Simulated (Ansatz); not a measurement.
Base system: WC (space group P-6m2, No. 187; relaxed with 0.1 eV smearing).

```
CELL_PARAMETERS angstrom
      2.89911     0.00000     0.00000
     -1.44955     2.51070     0.00000
      0.00000     0.00000     2.82680
ATOMIC_POSITIONS crystal
  W  0.00000 0.00000 0.00000
  C  0.66667 0.33333 0.50000
```

Method: PBEsol, PAW, 420 eV (Ansatz, a first-principles code; no spin-orbit coupling).

For the base:

The pressure is 0.0 GPa. The band gap comes out as zero.

Modification: an isotropic linear strain of +1.07 %; the atoms relax in the strained cell.

Q: What does the calculation give for the energy relative to the base, pressure and band gap after the change?

A: The energy rises by 13 meV/atom; the pressure (mean of the normal stresses, compression positive) goes from zero to -12.2 GPa; the band gap remains zero.

Stability against distortions was not tested. All final runs are without spin polarisation.
